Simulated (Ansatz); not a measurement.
Base system: MgSe in the rock salt structure (space group Fm-3m, No. 225; a = 5.391 Å). Axes: x, y, z lie along the cube axes.

Method: DFT with LDA, PAW potentials and a 420 eV plane-wave cutoff in Ansatz (an electronic-structure program), without spin-orbit coupling.

Base values:

The band gap comes out as 1.72 eV.

One thing is altered: compressive biaxial strain of 2.50 % in the plane normal to [111], as in epitaxy on a mismatched substrate; the out-of-plane cell vector and the atoms relax.

What happens to the band gap?

The band gap drops by 0.11 eV to 1.61 eV.

Whether these cells are dynamically stable was not tested.
